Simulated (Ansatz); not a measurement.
Zinc-blende BeS was calculated with r²SCAN-D4 (PAW; Ansatz, a program for electronic structure).

Numerical settings: plane-wave cutoff 560 eV, 12×12×12 k mesh, Fermi–Dirac smearing 0.01 eV, scalar-relativistic PAW data made under PBE.

Response to compression and expansion:

```tsv
V (Å³/atom)	P (GPa)	direct gap at Γ (eV)	smallest gap on the k mesh (eV)
13.418	6.92	6.180	3.417
13.704	4.40	6.198	3.470
13.989	2.10	6.214	3.520
14.275	0.01	6.228	3.566
14.560	-1.89	6.239	3.610
14.846	-3.61	6.249	3.650
15.131	-5.18	6.159	3.688
```

The fundamental gap (3.57 eV at the equilibrium volume, with added k points) lies elsewhere than Γ–Γ.
